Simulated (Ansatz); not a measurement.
Start from Bi in the A7 type structure (space group R-3m, No. 166; a = 4.5332 Å, c = 11.6537 Å (hexagonal axes)).

Computed with PBE-D3(BJ) (Ansatz, a first-principles code; PAW; 420 eV plane waves; scalar-relativistic without spin-orbit coupling).

For the base:

| Item | Result |
|---|---|
| Lattice parameter a | 8.567 bohr |
| c/a ratio | 2.571 |
| Band gap | zero |

Now apply this change: a negative pressure, −2 GPa.

Q: How does this affect the lattice parameter a, c/a ratio and band gap?

A: The lattice parameter a grows by 0.098 bohr (8.567 bohr → 8.665 bohr); the c/a ratio rises by 0.086, from 2.571 to 2.657; the band gap remains zero.

With Bi present, leaving out spin-orbit coupling can change the band edges. Load acts through the strain it causes; cell and atoms are relaxed under it. Stability against distortions was not tested.
